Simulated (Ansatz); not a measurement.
## Effect of tensor shear ε_xy = +0.86 % on TiC

The reference is TiC in the rock salt structure (space group Fm-3m, No. 225; a = 4.293 Å; relaxed with 0.1 eV smearing). Axes: x, y, z lie along the cube axes.

Modification: a pure shear with ε_xy = ε_yx = 0.0086, atoms relaxed at fixed cell.

Computed with Ansatz (a first-principles code), PBEsol, PAW, cutoff 420 eV, no SOC. k-mesh 23×23×23 (Γ-centred); smearing 0.1 eV (Fermi–Dirac).

| quantity | base | changed | shift |
|---|---|---|---|
| space group | Fm-3m (No. 225) | Immm (No. 71) | – |
| shortest interatomic distance | 214.7 pm | 214.7 pm | 0.0 pm |
| energy relative to the base (free energy F) | 0 meV/atom | +1.6 meV/atom | +1.6 meV/atom |
| pressure (mean of the normal stresses, compression positive) | 0.0 GPa | 0.0 GPa | 0.0 GPa |
| band gap | zero | zero | – |
| stress (xx, yy, zz, yz, xz, xy; compression positive) | – | (0.0, 0.0, 0.0, 0.0, 0.0, -3.0) GPa | – |

Cost of the whole job for the changed cell (relaxation, final SCF and bands): around 50 core-seconds (rough).

The cells carry an imposed strain or load. No phonon test of stability was made. All final runs are without spin polarisation.
